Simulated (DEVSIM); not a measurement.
System: abrupt Si n-p junction, at 400 K.

```
layer (left to right)  material  thickness (μm)  Nd (cm⁻³)  Na (cm⁻³)  τn (s)  τp (s)
---------------------  --------  --------------  ---------  ---------  ------  ------
1                            Si           0.430     1.6e16          -    2e-7    2e-7
2                            Si            19.0          -     1.2e16    2e-7    2e-7
```

Left contact: ohmic. Right contact: ohmic. Voltage is applied to the left contact. Recombination: SRH at mid-gap, radiative, Auger. Mobility is constant in doping. Where it depends on doping, it is μmin + (μ − μmin)/(1 + (N/Nref)^α).

Constants are typed, rounded textbook-type inputs, not results; the design itself was drawn at random and stands for no fabricated device. Values at 300 K; Nc and Nv go as T^1.5, mobilities as T to minus their exponent, the gap by Varshni's rule with the affinity fixed. The table also holds parameters that only a changed run uses.

```
parameter               Si
----------------  --------
gap (eV)             1.124
affinity (eV)         4.05
permittivity          11.7
Nc (cm⁻³)          2.86e19
Nv (cm⁻³)           3.1e19
μn (cm²/Vs)           1417
μp (cm²/Vs)            470
μn,min                  52
μp,min                  45
Nref,n              9.7e16
Nref,p              2.2e17
αn                    0.68
αp                    0.72
T exponent of μn       2.3
T exponent of μp       2.2
B (cm³/s)          4.7e-15
Cn (cm⁶/s)         2.8e-31
Cp (cm⁶/s)         9.9e-32
Varshni α (eV/K)  0.000473
Varshni β (K)          636
```

DEVSIM, 1D drift-diffusion, Boltzmann statistics, complete ionisation; no tunnelling, impact ionisation, image-force lowering or self-heating.

Base results: dark forward voltage at 1 A/cm² (V) 0.328; dark forward voltage at 100 A/cm² (V) 0.714; largest field in the device at zero bias (V/cm) 32000; potential step across the device at zero bias (V) 0.538.

Problem. What follows from this one change: thickness of layer 1 0.43 → 0.73 μm?

Solution. dark forward voltage at 1 A/cm² 0.328 → 0.346 V; dark forward voltage at 100 A/cm² 0.714 → 0.695 V; largest field in the device at zero bias little changed (32000 V/cm); potential step across the device at zero bias little changed (0.538 V).

Problem. What follows from this one change: doping Nd of layer 1 1.6e+16 → 1.6e+17 cm^-3?

Solution. dark forward voltage at 1 A/cm² 0.328 → 0.388 V; dark forward voltage at 100 A/cm² 0.714 → 0.650 V; largest field in the device at zero bias 32000 → 46000 V/cm; potential step across the device at zero bias 0.538 → 0.617 V.

Problem. What follows from this one change: minority lifetime in layer 2 2e-07 → 2e-06 s?

Solution. dark forward voltage at 1 A/cm² little changed (0.328 V); dark forward voltage at 100 A/cm² 0.714 → 0.709 V; largest field in the device at zero bias little changed (32000 V/cm); potential step across the device at zero bias little changed (0.538 V).

Problem. What follows from this one change: doping-dependent mobility in place of the constant one?

Solution. dark forward voltage at 1 A/cm² 0.328 → 0.332 V; dark forward voltage at 100 A/cm² 0.714 → 0.739 V; largest field in the device at zero bias little changed (32000 V/cm); potential step across the device at zero bias little changed (0.538 V).
